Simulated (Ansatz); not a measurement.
Results of PBE (Ansatz, an electronic-structure program, plane waves, PAW) for L1₀ (CuAu-type) FePt.

Settings: plane-wave cutoff 520 eV, 24×24×18 k mesh (along the axes of the cell as run), Fermi–Dirac smearing 0.052 eV (set by the program), spin-polarised with parallel moments, scalar-relativistic PAW data made under PBE.

Computed at the level's own relaxed cell.

**Question.** Predict the Poisson ratio, Young modulus, elastic constant C33, Voigt–Reuss–Hill bulk modulus, elastic constant C13 and elastic constant C44.

**Answer.** 
- Poisson ratio = 0.300
- Young modulus = 241 GPa
- elastic constant C33 = 304 GPa
- Voigt–Reuss–Hill bulk modulus = 201 GPa
- elastic constant C13 = 153 GPa
- elastic constant C44 = 110 GPa

Elastic constants are with the ions relaxed.

Spin–orbit coupling is not included.

Computed values are for the static lattice.

Computing time: about 60 core-minutes (a rough figure).
